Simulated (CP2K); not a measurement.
A working CP2K input for LiY3 (I4/mmm, 4 atoms in the cell) (DFT PBEsol, GPW, DZVP-MOLOPT-SR-GTH basis, GTH-PBE potentials (GTH_POTENTIALS)):

```
&GLOBAL
  PROJECT liy3
  RUN_TYPE ENERGY_FORCE
  PRINT_LEVEL MEDIUM
&END GLOBAL
&FORCE_EVAL
  METHOD Quickstep
  STRESS_TENSOR ANALYTICAL
  &DFT
    BASIS_SET_FILE_NAME BASIS_MOLOPT
    POTENTIAL_FILE_NAME GTH_POTENTIALS
    &QS
      METHOD GPW
      EPS_DEFAULT 1E-11
    &END QS
    &MGRID
      CUTOFF 500
      REL_CUTOFF 40
      NGRIDS 5
    &END MGRID
    &SCF
      SCF_GUESS ATOMIC
      EPS_SCF 1E-7
      MAX_SCF 100
      ADDED_MOS 7
      &DIAGONALIZATION
        ALGORITHM STANDARD
      &END DIAGONALIZATION
      &MIXING
        METHOD BROYDEN_MIXING
        ALPHA 0.2
        NBUFFER 10
      &END MIXING
      &SMEAR ON
        METHOD FERMI_DIRAC
        ELECTRONIC_TEMPERATURE [K] 1160.45
      &END SMEAR
    &END SCF
    &KPOINTS
      SCHEME MONKHORST-PACK 5 5 5
    &END KPOINTS
    &XC
      &XC_FUNCTIONAL
        &PBE
          PARAMETRIZATION PBESOL
        &END PBE
      &END XC_FUNCTIONAL
    &END XC
    &PRINT
      &MO
        EIGENVALUES T
        OCCUPATION_NUMBERS T
        NDIGITS 8
        FILENAME mo
        &EACH
          QS_SCF 0
        &END EACH
        ADD_LAST NUMERIC
      &END MO
      &MULLIKEN ON
      &END MULLIKEN
    &END PRINT
  &END DFT
  &SUBSYS
    &CELL
      A 6.38691700 0.00000000 0.00000000
      B 2.77000400 5.75497900 0.00000000
      C -4.57846000 -2.87749000 3.39859700
      PERIODIC XYZ
    &END CELL
    &COORD
      SCALED
      Li       0.00000000     0.00000000     0.00000000
      Y        0.75000000     0.25000000     0.50000000
      Y        0.25000000     0.75000000     0.50000000
      Y        0.50000000     0.50000000     0.00000000
    &END COORD
    &KIND Li
      BASIS_SET DZVP-MOLOPT-SR-GTH
      POTENTIAL GTH-PBE-q3
    &END KIND
    &KIND Y
      BASIS_SET DZVP-MOLOPT-SR-GTH
      POTENTIAL GTH-PBE-q11
    &END KIND
  &END SUBSYS
  &PRINT
    &FORCES ON
    &END FORCES
    &STRESS_TENSOR ON
    &END STRESS_TENSOR
  &END PRINT
&END FORCE_EVAL
```

The run converged in 15 iterations: free energy E − TS -3322.8683 eV; Fermi level (on the code's own zero) 5.97 eV; pressure -2.27 GPa. Each of these slips is then made, one at a time:

(1)
```diff
-      SCALED
```

(2)
```diff
-    POTENTIAL_FILE_NAME GTH_POTENTIALS
+    POTENTIAL_FILE_NAME PBE_GTH_POTENTIALS
```

How does each altered input end?


(1) Fractional and Cartesian coordinates mixed up. The run converged in 27 iterations without an error; against the sound input the free energy rises by 726 eV/atom, the pressure goes from -2.27 to 3144 GPa and the largest force goes from 0.000 to 6350 eV/Å.

(2) A potential or basis that cannot be found. The program stopped before any SCF iteration, with the message: The specified OLD file <PBE_GTH_POTENTIALS> cannot be opened. It does not exist..

The starting cell comes from a database of computed structures (which also holds hypothetical and non-ambient phases and stackings), without a prior relaxation at this level. Its lattice was rescaled by a random factor within 2.5 % of one. Values carry the incompleteness of an atom-centred basis. The potentials were made for another functional than the one used.

Left out of this page: 3 runs of the series outside the window shown, repeating another row's setting, or not comparable.
